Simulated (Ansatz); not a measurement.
Abridged Ansatz (an electronic-structure program) output:

```
Relaxation: its limit of steps is 60 (relax.max_steps)
Pseudopotential: Cu, paw, valence charge 19
Crystal: 1 atoms, lattice volume = 11.319 Å³
Basis set: ecut = 500 eV, 283 PW (Γ), exchange–correlation on 80×80×80 points (64 copies of the dense FFT grid, shifted against one another)
Bands: 14, of which v1, the nominal top of the filled ones, is band 10 counted from 1 (9 counted from 0)
Symmetry: 48 space group operations
k-points: 328 of 10648
Functional: x = r2scan, c = r2scan; τ floored in thin density (d = 2e-4 eV/Å³)
SCF iter   1: F=—  HF=-6631.755912 eV  |F-HF|=—  |Δ(HF+E_count)|=         —  Δρ=2.10e-1  dr2=3.01e0  dr2_τ=3.70e-3  ethr=3.10e-3  ⟨swp⟩=5.6  Hψ=23507  notcnv=0
SCF iter   2: F=—  HF=-6632.021721 eV  |F-HF|=—  |Δ(HF+E_count)|=   2.66e-1  Δρ=2.01e-1  dr2=2.23e0  dr2_τ=3.89e-2  ethr=3.10e-3  ⟨swp⟩=2.8  Hψ=12246  notcnv=0  defer=81
SCF 1 converged in 9 iterations: F = -6631.254533 eV  dr2 = 1.27e-9
relax step   1: F+E_penalty+E_count = -6631.25453256 eV  Δ(F+E_penalty+E_count) = +0.000e0 eV  max|allowed force component| = 0.000e0 eV/Å  Δτ_max = 0.0000 Å  P = +2.103 GPa  Ω = 11.319 Å³  (9 SCF iters, dr2 threshold 1.00e-7 eV, accepted)
[... steps on the carried basis left out ...]
relax step   5: F+E_penalty+E_count = -6631.25146701 eV  Δ(F+E_penalty+E_count) = +7.854e-5 eV  max|allowed force component| = 0.000e0 eV/Å  Δτ_max = 0.0000 Å  P = +4.490 GPa  Ω = 11.170 Å³  stress off target by 9.66e-3 GPa  SCF on the basis re-selected at this cell (its energy is not comparable with the rows above)  (6 SCF iters)
SCF converged after 6 iterations
Free energy (F): -6631.251467 eV
Internal energy: -6631.249568 eV  (E = F + TS)
E sigma→0 (E₀):  -6631.250518 eV
Entropy (-TS):   -0.001899 eV (-1.899 meV/atom)
Fermi energy:    17.358265 eV
--- Forces (eV/Å), atoms counted from 1 ---
  atom   1  Cu    -0.00000000     0.00000000     0.00000000
--- Stress (GPa, compression-positive) ---
        4.490340       0.000000       0.000000
        0.000000       4.490340       0.000000
        0.000000       0.000000       4.490340
  P = ⅓ Tr σ = 4.4903 GPa (44.903 kbar)
--- Relaxed structure (4 steps of the walk, 4 accepted, 1 SCFs on fresh bases) ---
  cell:  # Å, volume = 11.1699 Å³
    - [-3.901144212685686e-34, 1.7742141281411612, 1.7742141281411612]
    - [1.7742141281411612, -3.3836454905947263e-35, 1.7742141281411612]
    - [1.7742141281411612, 1.7742141281411612, -2.551666775848495e-34]
  atoms:
    - { symbol: Cu, position: [0.0, 0.0, 0.0] }
```

Task: What was computed, and what are the main results?

Result: Cu, 1 atom in the cell, with DFT with r2SCAN, PAW potentials and a 500 eV plane-wave cutoff in Ansatz, spin-orbit coupling left out, earlier PAW set, from a series relaxed to a target (pressure 4.5 GPa). The last SCF converged to F = -6631.251467 eV, or -6631.2515 eV per atom, at a pressure of 4.49 GPa. The total energy compares only with runs of the same code, potentials and settings.

Load acts through the strain it causes; cell and atoms are relaxed under it. Stability against distortions was not tested. All final runs are without spin polarisation. The cell was made from Cu in the fcc (Cu type) structure (space group Fm-3m, No. 225) by this change: pressure 4.5 GPa.

Keys are those of Ansatz 0.2.
